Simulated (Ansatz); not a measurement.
bcc Mo (1 1 1) on rock-salt PbS (1 1 1) (film strained to the substrate, started from cuts of the bulks and a machine-learned relaxation; slabs Pb4S4 and Mo10, which can lie off the formulas)

A periodic stack without vacuum, bcc Mo (1 1 1) on rock-salt PbS (1 1 1) (film strained to the substrate, started from cuts of the bulks and a machine-learned relaxation; slabs Pb4S4 and Mo10, which can lie off the formulas): substrate slab Pb4S4, film Mo10, surface cells [[0, 1], [-1, 0]] and [[1, -1], [0, 1]], film strained by -5.0 and -5.0 %, outermost planes S/Pb and Mo/Mo as cut, which need not be the usual terminations and can put a slab off its formula.

The start was prepared with a machine-learned potential, and the result is one local minimum, with the in-plane cell held and forces under 0.04 eV/Å; the film can end far from its bulk form.

Computed with PBE (plane waves to 420 eV, PAW; Ansatz, an electronic-structure program). Spin–orbit coupling is left out; the runs are not spin-polarised. Its k-point mesh 9×9×1, Fermi–Dirac width 0.05 eV.

* **interface area**: 15.6 Å²
* **period**: 25.11 Å
* **heights between the nearest atoms of the two slabs at the two interfaces**: 1.64 and 1.38 Å
* **Mo–Pb contacts across the interfaces within 1.22 times the sum of covalent radii**: 7, mean 3.21 Å
* **Mo–S contacts across the interfaces within 1.22 times the sum of covalent radii**: 4, mean 2.70 Å

```
CELL_PARAMETERS angstrom
      4.24706    -0.00017    -0.12185
     -2.12146     3.67974     0.10871
      0.71427    -0.32406    25.09837
ATOMIC_POSITIONS crystal
  Pb 0.63466 0.79845 0.10370
  Pb 0.96973 0.46573 0.24836
  Pb 0.30359 0.13217 0.39356
  Pb 0.96791 0.46606 0.56061
  S  0.96844 0.46540 0.01885
  S  0.30107 0.13128 0.16161
  S  0.63591 0.79872 0.30595
  S  0.97060 0.46599 0.44870
  Mo 0.63479 0.79938 0.65474
  Mo 0.30132 0.13269 0.62584
  Mo 0.30153 0.13272 0.73255
  Mo 0.96809 0.46603 0.69688
  Mo 0.96836 0.46608 0.80883
  Mo 0.63495 0.79941 0.77379
  Mo 0.63515 0.79943 0.88804
  Mo 0.30182 0.13278 0.85218
  Mo 0.30201 0.13273 0.96373
  Mo 0.96866 0.46614 0.92492
```
